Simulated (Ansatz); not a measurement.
The parent structure is BN in the zinc blende structure (space group F-43m, No. 216; a = 3.605 Å).

Level of theory: DFT with PBEsol, PAW potentials and a 420 eV plane-wave cutoff in Ansatz (a quantum-chemistry and plane-wave program), without spin-orbit coupling, earlier PAW set.

Base values:

Smallest direct gap: 8.80 eV

Now apply this change: an isotropic linear strain of −2.79 %; the atoms relax in the strained cell.

What happens to the smallest direct gap and energy relative to the base?

The smallest direct gap rises by 0.40 eV, from 8.80 eV to 9.20 eV; the energy rises by 53 meV/atom.

Stability against distortions was not tested.
